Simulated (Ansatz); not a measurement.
A (3,2) carbon nanotube has 76 atoms in a period of 18.689 Å, a mean diameter of 3.56 Å, and lies 641 meV/atom over the flat sheet relaxed at the same level.

Computed with PBE (plane waves to 420 eV, PAW; Ansatz, an electronic-structure program). Mesh 1×1×6. No spin polarisation. One-dimensional cell, images about 11 Å apart. An idealised model, rolled from the flat sheet. Symmetry and one short period hold its shape; lower forms weren't sought.

Q: Which bending rigidity of the sheet does this imply in the thin-plate picture?

A: A plate bent to radius R stores D/(2R²) an area. The area an atom is π × 3.56 × 18.689/76 = 2.75 Å², so the stored energy is 0.641/2.75 = 0.2331 eV/Å². With R = 1.780 Å, D = 2R² × 0.2331 = 1.5 eV. At this curvature the harmonic plate is a rough guide.
